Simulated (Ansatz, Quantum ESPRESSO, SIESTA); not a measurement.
**Code comparison for Ta (Im-3m, 1 atom in the cell)**

Relaxation of cell and atoms.

```xyz
1
Lattice="-1.6779 1.6779 1.6779 1.6779 -1.6779 1.6779 1.6779 1.6779 -1.6779" Properties=species:S:1:pos:R:3 pbc="T T T"
Ta     0.0000     0.0000     0.0000
```

Shared settings, as Ansatz (a quantum-chemistry and plane-wave program) writes them: kpoints.mp_grid.grid = 18 18 18; scf.occupations.method = fermi_dirac; scf.occupations.width = 0.136 eV. Potentials and cutoffs stand in the table.

| code | model | final volume (Å³/atom) | cutoff |
|---|---|---|---|
| Ansatz | PBE, default PAW files | 18.32 | default |
| Quantum ESPRESSO | PBE, SSSP 1.1.2 precision (PBE) pseudopotentials | 18.28 | 50 Ry |
| SIESTA | GGA PBE, numerical atomic orbitals DZP, PseudoDojo PBE standard norm-conserving potentials (rewritten from UPF to PSML) | 18.10 | grid 350 Ry |

On Ansatz's run: spin-orbit coupling is off. Spin polarisation is off.

The spread over the programs that give each value: final volume within 0.22 Å³/atom.

SIESTA uses small atom-centred bases, whose incompleteness enters pressures, forces and empty levels differently from a plane-wave cutoff. The programs treat the finite-basis stress differently while the cell relaxes: Ansatz adds an estimate of it.

The starting cell comes from a database of computed structures (which also holds hypothetical and non-ambient phases and stackings), without a prior relaxation at this level. Its lattice was rescaled by a random factor within 2.5 % of one.

Keys are those of Ansatz 0.2.
